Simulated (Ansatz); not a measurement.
Start from LiF in the zinc blende structure (space group F-43m, No. 216; a = 4.2903 Å; a hypothetical phase, not in the database extracts checked).

Method: Kohn–Sham DFT with the r2SCAN functional, run in Ansatz (a program for electronic structure) with PAW and 500 eV plane waves, no spin-orbit coupling.

One change was made to it. Results:

The band gap grows by 1.90 eV (8.66 eV → 10.56 eV); the shortest interatomic distance drops by 0.168 Å to 1.690 Å; the electron mass goes from 0.82 mₑ (at Γ) to 0.92 mₑ (at Γ).

Question: Name the change that was made.
A. pressure −2 GPa
B. pressure −1 GPa
C. pressure 75 GPa
D. pressure 30 GPa

Answer: D, pressure 30 GPa. For comparison, the band gap in the other runs: pressure 75 GPa gives 12.20 eV; pressure −1 GPa gives 8.56 eV; pressure −2 GPa gives 8.45 eV.

Load acts through the strain it causes; cell and atoms are relaxed under it. Effective masses come from finite differences of ±0.01 Å⁻¹. Whether these cells are dynamically stable was not tested. No other phases were tried under pressure.
